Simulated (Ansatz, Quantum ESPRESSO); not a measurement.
## One structure in several programs: Re (P6_3/mmc, 2 atoms in the cell)

Self-consistent single point.

```yaml
crystal:
  lattice:
    - [1.39118, -2.40959, 0.00000]
    - [1.39118, 2.40959, 0.00000]
    - [0.00000, 0.00000, 4.49613]
  atoms:
    - { symbol: Re, position: [0.33333, 0.66667, 0.25000] }
    - { symbol: Re, position: [0.66667, 0.33333, 0.75000] }
```

Shared settings, as Ansatz (a program for electronic structure) writes them: kpoints.mp_grid.grid = 14 14 7; magnetization.spin_orbit = true; scf.occupations.method = gaussian; scf.occupations.width = 0.1 eV. Potentials and cutoffs stand in the table.

```json
[
 {"code": "Ansatz", "model": "PBE with spin-orbit coupling, default PAW files", "pressure (GPa)": "-2.44", "cutoff": "default"},
 {"code": "Quantum ESPRESSO", "model": "PBE, spin-orbit coupling, PSlibrary fully relativistic PAW (PBE) pseudopotentials", "pressure (GPa)": "-3.21", "cutoff": "60 Ry"}
]
```

The spread over the programs that give each value: pressure within 0.77 GPa.

Ansatz's pressure is given at a fixed set of plane waves, as the other plane-wave codes print theirs; with its correction for the finite basis it is -2.27 GPa.

The starting cell has typed, rounded lattice constants, without a prior relaxation at this level. Its lattice was rescaled by a random factor within 2.5 % of one.

Left out of this page: Elk, FLEUR and SIESTA (not drawn, or without a comparable value).

Keys are those of Ansatz 0.2.
